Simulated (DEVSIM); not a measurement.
System: Schottky contact on n-type GaN, at 350 K.

| layer (left to right) | material | thickness (μm) | Nd (cm⁻³) | τn (s) | τp (s) |
|---|---|---|---|---|---|
| 1 | GaN | 1.90 | 2.7e15 | 7.6e-9 | 7.6e-9 |
| 2 | GaN | 30.0 | 1.2e18 | 7.6e-9 | 7.6e-9 |

Left contact: Schottky, work function 5.74 eV, emission velocity 3.4e6 cm/s. Right contact: ohmic. Voltage is applied to the left contact. Recombination: SRH at mid-gap, radiative, Auger. Mobility is constant in doping. Where it depends on doping, it is μmin + (μ − μmin)/(1 + (N/Nref)^α).

This is a model device: material constants are rounded textbook-type values typed into the input, and sizes, dopings and lifetimes were drawn at random. Values at 300 K; Nc and Nv go as T^1.5, mobilities as T to minus their exponent, the gap by Varshni's rule with the affinity fixed. The table also holds parameters that only a changed run uses.

```tsv
parameter	GaN
gap (eV)	3.43
affinity (eV)	4.1
permittivity	9.5
Nc (cm⁻³)	2.3e18
Nv (cm⁻³)	4.6e19
μn (cm²/Vs)	1200
μp (cm²/Vs)	100
μn,min	55
μp,min	3
Nref,n	2e17
Nref,p	3e17
αn	1
αp	2
T exponent of μn	1.5
T exponent of μp	2
B (cm³/s)	1e-11
Cn (cm⁶/s)	1e-30
Cp (cm⁶/s)	1e-30
Varshni α (eV/K)	0.00091
Varshni β (K)	830
```

Simulated with DEVSIM: 1D drift-diffusion, Boltzmann statistics, complete ionisation; no tunnelling, impact ionisation, image-force lowering or self-heating. Metal contacts follow the ideal Schottky-Mott rule: no Fermi-level pinning, no interface dipoles.

Base results: dark forward voltage at 1 A/cm² (V) 1.218; dark forward voltage at 100 A/cm² (V) 1.407; potential step across the device at zero bias (V) 1.613.

Q: What follows from this one change: thickness of layer 1 1.9 → 3.2 μm?

A: dark forward voltage at 1 A/cm² little changed (1.218 V); dark forward voltage at 100 A/cm² 1.407 → 1.439 V; potential step across the device at zero bias little changed (1.613 V).

Q: What follows from this one change: doping-dependent mobility in place of the constant one?

A: dark forward voltage at 1 A/cm² little changed (1.218 V); dark forward voltage at 100 A/cm² 1.407 → 1.416 V; potential step across the device at zero bias little changed (1.613 V).
